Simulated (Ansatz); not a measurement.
**Pressure series in Si**

The parent structure is Si in the diamond structure (space group Fd-3m, No. 227; a = 5.444 Å).

Cell and atoms are relaxed at each pressure.

Level of theory: r2SCAN/PAW in Ansatz (a program for electronic structure), no spin-orbit coupling.

Notes on the quantities. hole mass: degenerate bands, along [100].

```
change            band gap  lattice parameter a                   hole mass
----------------  --------  -------------------  --------------------------
base               0.78 eV              5.444 Å  0.17, 0.25, 0.25 mₑ (at Γ)
pressure −2 GPa    0.81 eV              5.483 Å  0.16, 0.26, 0.26 mₑ (at Γ)
pressure −1 GPa    0.79 eV              5.463 Å  0.17, 0.25, 0.25 mₑ (at Γ)
pressure 3 GPa     0.72 eV                  ___  0.18, 0.25, 0.25 mₑ (at Γ)
pressure 7 GPa         ___              5.331 Å  0.20, 0.24, 0.24 mₑ (at Γ)
pressure 15 GPa    0.54 eV              5.230 Å  0.22, 0.23, 0.23 mₑ (at Γ)
pressure 30 GPa    0.34 eV              5.086 Å  0.22, 0.22, 0.25 mₑ (at Γ)
pressure 50 GPa    0.11 eV              4.945 Å  0.20, 0.20, 0.28 mₑ (at Γ)
pressure 75 GPa       zero              4.812 Å                           –
pressure 100 GPa      zero                  ___                           –
```

Task: Fill in the withheld entries from the trend.

Result: 
- pressure 3 GPa, lattice parameter a: 5.392 Å
- pressure 7 GPa, band gap: 0.66 eV
- pressure 100 GPa, lattice parameter a: 4.706 Å

A case with no gap was solved on a k-mesh chosen for an insulator, which is coarse for it. Load acts through the strain it causes; cell and atoms are relaxed under it. Effective masses come from finite differences of ±0.01 Å⁻¹. No phonon test of stability was made. Measured, Si leaves this structure (for the β-tin structure) near 12 GPa (room temperature; as listed in arXiv:1906.07825). A zero or small gap of Si under pressure 50 GPa and Si under pressure 75 GPa can be the functional's error rather than a property of the material.
